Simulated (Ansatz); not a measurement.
The reference is NbAs (space group I4_1md, No. 109; a = 3.439 Å, c = 11.592 Å).

Method: PBEsol (Ansatz, an electronic-structure program), scalar-relativistic without spin-orbit coupling, earlier PAW set.

Before the change:

The lattice parameter a is 3.439 Å.

One thing is altered: every Nb is replaced by Si, then cell and atoms are relaxed.

**Question.** What happens to the lattice parameter a?

**Answer.** The lattice parameter a falls by 0.094 Å, from 3.439 Å to 3.345 Å.

Whether these cells are dynamically stable was not tested. As relaxed here, SiAs is a hypothetical phase, not in the database extracts checked. The final runs are not spin-polarised.
